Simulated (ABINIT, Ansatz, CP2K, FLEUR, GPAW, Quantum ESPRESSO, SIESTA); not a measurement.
LiBe (P2_1/m, 4 atoms in the cell) computed with different codes at matched settings

Self-consistent single point.

```xyz
4
Lattice="2.2960 0.0000 0.0000 0.0000 3.6128 0.0000 -0.4017 0.0000 5.5135" Properties=species:S:1:pos:R:3 pbc="T T T"
Li     1.6296     0.9032     0.8538
Li     0.2647     2.7096     4.6597
Be     1.5053     0.9032     3.1767
Be     0.3890     2.7096     2.3368
```

All programs got the same cell, k-point mesh and kind of occupations (in Ansatz's words: kpoints.mp_grid.grid = 11 7 5; scf.occupations.method = gaussian; scf.occupations.width = 0.272 eV); potentials, basis and cutoffs are each program's usual ones.

```json
[
 {"code": "FLEUR", "model": "PBEsol, all-electron FLAPW (FLEUR), scalar-relativistic valence", "pressure (GPa)": "–", "largest force (eV/Å)": "0.005", "k-points": "112", "cutoff": "Kmax 4 1/bohr"},
 {"code": "SIESTA", "model": "GGA PBEsol, numerical atomic orbitals DZP, PseudoDojo PBEsol standard norm-conserving potentials (rewritten from UPF to PSML)", "pressure (GPa)": "-0.18", "largest force (eV/Å)": "0.069", "k-points": "193", "cutoff": "grid 300 Ry"},
 {"code": "Quantum ESPRESSO", "model": "PBEsol, GBRV 1.5 ultrasoft (PBESOL) pseudopotentials", "pressure (GPa)": "-0.68", "largest force (eV/Å)": "0.012", "k-points": "112", "cutoff": "40 Ry"},
 {"code": "Ansatz", "model": "PBEsol, PAW files made with PBE", "pressure (GPa)": "-0.62", "largest force (eV/Å)": "0.017", "k-points": "112", "cutoff": "default"},
 {"code": "GPAW", "model": "PBEsol, GPAW PAW datasets PBEsol (made by gpaw-setup)", "pressure (GPa)": "-0.47", "largest force (eV/Å)": "0.014", "k-points": "112", "cutoff": "850 eV"},
 {"code": "CP2K", "model": "PBEsol, GPW, DZVP-MOLOPT-SR-GTH basis, GTH-PBE potentials (GTH_POTENTIALS)", "pressure (GPa)": "0.09", "largest force (eV/Å)": "0.074", "k-points": "193", "cutoff": "grid 600 Ry"},
 {"code": "ABINIT", "model": "PBEsol, norm-conserving pseudopotentials (PseudoDojo nc-sr-04 PBEsol standard)", "pressure (GPa)": "-0.44", "largest force (eV/Å)": "0.013", "k-points": "112", "cutoff": "44 Ha"}
]
```

A dash marks a value that a program does not give, or that is left out as unsure.

The spread over the programs that give each value: pressure within 0.77 GPa; largest force within 0.069 eV/Å.

The starting cell comes from a database of computed structures (which also holds hypothetical and non-ambient phases and stackings), without a prior relaxation at this level.

Why do the programs differ, and what cannot be compared?

Differences of this kind can come from the potentials, where these differ, and from what each basis and cutoff leave unconverged. The valence holds different numbers of electrons (FLEUR 6, SIESTA 14, Quantum ESPRESSO 14, Ansatz (a quantum-chemistry and plane-wave program) 10, GPAW 6, CP2K 14, ABINIT 14). The zero of total energies and Fermi levels follows the potentials and each program's conventions, so they are not compared here. SIESTA and CP2K use small atom-centred bases, whose incompleteness enters pressures, forces and empty levels differently from a plane-wave cutoff. FLEUR treats all electrons, but the usual bases taken here (sphere radii, linearisation, local orbitals, empty states) were not tested for convergence, so the values are no reference for the others. Ansatz's pressure is given at a fixed set of plane waves, as the other plane-wave codes print theirs. The programs reduce the same mesh by symmetry to different extents, which changes the work and not the result.

Left out of this page: Elk (not drawn, or without a comparable value).

Keys are those of Ansatz 0.2.
